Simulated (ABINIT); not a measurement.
A self-consistent single point of a defect of Li (1 atoms in the cell) with ABINIT.

Computed with PBEsol, norm-conserving pseudopotentials (PseudoDojo nc-sr-04 PBEsol standard) (plane waves; ABINIT).

The change in words: 2 x 1 x 1 supercell, one Li atom taken out, nothing relaxed; ngkpt: 11 11 11 → 6 11 11. Reference geometry:
```yaml
crystal:
  lattice:
    - [-1.75023, 1.75023, 1.75023]
    - [1.75023, -1.75023, 1.75023]
    - [1.75023, 1.75023, -1.75023]
  atoms:
    - { symbol: Li, position: [0.00000, 0.00000, 0.00000] }
```

Reference input (self-consistent single point, DFT, PBEsol, plane waves, norm-conserving pseudopotentials (PseudoDojo nc-sr-04 PBEsol standard)): pseudos = [Li.upf]; ecut = 1007 eV; occopt = 7; tsmear = 0.1 eV; ngkpt = 11 11 11; nshiftk = 1; shiftk = 0 0 0; potentials = PseudoDojo nc-sr-04 PBEsol standard; nband = 7; kptopt = 1; nstep = 60; toldfe = 1e-09 Ha. This run's input differs from it in these lines:

```diff
@@ -5,3 +5,3 @@
 rprim
-        -1.7502350000    1.7502350000    1.7502350000
+        -3.5004700000    3.5004700000    3.5004700000
          1.7502350000   -1.7502350000    1.7502350000
@@ -13,3 +13,3 @@
 xcart
-         0.0000000000    0.0000000000    0.0000000000
+        -1.7502350000    1.7502350000    1.7502350000
       Angstrom
@@ -20,5 +20,6 @@
 kptopt 1
-ngkpt 11 11 11
+ngkpt 6 11 11
 nshiftk 1
 shiftk 0 0 0
+chksymbreak 0
 nstep 60
```

Output (repeated stretches shortened):

```
--- !BeginCycle
solver: {iscf: 7, nstep: 60, nline: 4, wfoptalg: 0, }
tolerances: {toldfe: 1.00E-09, }
...

     iter   Etot(hartree)      deltaE(h)  residm     vres2
 ETOT  1  -7.1273651110746    -7.127E+00 7.397E-02 4.585E+00
 ETOT  2  -7.1359827978096    -8.618E-03 2.061E-03 1.022E+00
 ETOT  3  -7.1360197055676    -3.691E-05 2.369E-04 3.610E-01
 ETOT  4  -7.1360359265119    -1.622E-05 2.648E-05 4.779E-02
 ETOT  5  -7.1360382632681    -2.337E-06 1.531E-05 2.011E-04
 ETOT  6  -7.1360382681868    -4.919E-09 1.139E-06 1.268E-05
 ETOT  7  -7.1360382685241    -3.373E-10 1.447E-06 2.033E-07
 ETOT  8  -7.1360382685273    -3.198E-12 1.087E-07 5.253E-09
 At SCF step    8, etot is converged :
  for the second time, diff in etot=  3.198E-12 < toldfe=  1.000E-09

 Cartesian components of stress tensor (hartree/bohr^3)
  sigma(1 1)=  3.10603917E-05  sigma(3 2)=  2.99200688E-05
  sigma(2 2)=  2.19606694E-05  sigma(3 1)=  0.00000000E+00
  sigma(3 3)=  2.19606694E-05  sigma(2 1)=  0.00000000E+00

 ----iterations are completed or convergence reached----

 reduced coordinates (array xred) for    1 atoms
       0.500000000000      0.000000000000      0.000000000000
 cartesian forces (eV/Angstrom) at end:
    1     -0.00000000000000    -0.00000000000000    -0.00000000000000
 frms,max,avg= 0.0000000E+00 0.0000000E+00   0.000E+00  0.000E+00  0.000E+00 e/A
 length scales=  1.889726132886  1.889726132886  1.889726132886 bohr
   [... lines left out ...]
 Fermi (or HOMO) energy (hartree) =  -0.04573   Average Vxc (hartree)=  -0.19153
   [... lines left out ...]
total_energy        : -7.13603826852726E+00
total_energy_eV     : -1.94181476564545E+02
band_energy         : -3.61700857064491E+00
...

-Cartesian components of stress tensor (GPa)         [Pressure= -7.3535E-01 GPa]
- sigma(1 1)=  9.13828120E-01  sigma(3 2)=  8.80278668E-01
- sigma(2 2)=  6.46105093E-01  sigma(3 1)=  0.00000000E+00
- sigma(3 3)=  6.46105093E-01  sigma(2 1)=  0.00000000E+00

 Calculation completed.
```

The run converged in 8 iterations. Against the reference run the free energy rises by 498 meV/atom.

The starting cell has typed, rounded lattice constants, without a prior relaxation at this level. Its lattice was rescaled by up to half a per cent.

Cost on one core of a shared machine: roughly 80 s.
